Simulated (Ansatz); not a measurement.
What isotropic strain +3.69 % does to Al5W

Consider Al₅W (space group P6_322, No. 182; a = 4.876 Å, c = 8.827 Å; a cell from a computed database, its experimental status unchecked).

Now apply this change: an isotropic linear strain of +3.69 %, atoms relaxed at fixed cell.

Level of theory: PBEsol (Ansatz, a quantum-chemistry and plane-wave program), no SOC. Γ-centred 9×9×5 mesh, Fermi–Dirac width 0.05 eV.

| quantity | base | changed | shift |
|---|---|---|---|
| volume per atom | 15.15 Å³ | 16.89 Å³ | +1.74 Å³ |
| space group | P6_322 (No. 182) | P6_322 (No. 182) | – |
| shortest interatomic distance | 2.734 Å | 2.828 Å | +0.094 Å |
| energy relative to the base (free energy F) | 0 meV/atom | +68 meV/atom | +68 meV/atom |
| pressure (mean of the normal stresses, compression positive) | 0.0 GPa | -11.5 GPa | -11.5 GPa |
| band gap | zero | zero | – |
| largest internal atomic displacement | – | 0.023 Å | – |

Final structure:

```xyz
12
Lattice="5.0562 0.0000 0.0000 -2.5281 4.3788 0.0000 0.0000 0.0000 9.1523" Properties=species:S:1:pos:R:3 pbc="T T T"
Al     0.0000     0.0000     6.8642
Al     0.0000     0.0000     2.2881
Al     0.0000     2.9192     6.8642
Al     2.5281     1.4596     2.2881
Al     0.8668     1.5014     0.0000
Al    -0.8668     1.5014     4.5761
Al     3.3225     0.0000     0.0000
Al     1.6613     2.8774     4.5761
Al    -1.6613     2.8774     0.0000
Al     1.7337     0.0000     4.5761
W      0.0000     2.9192     2.2881
W      2.5281     1.4596     6.8642
```

Cost of the whole job for the changed cell (relaxation, final SCF and bands): roughly 80 core-seconds.

Whether these cells are dynamically stable was not tested. The final runs are not spin-polarised.
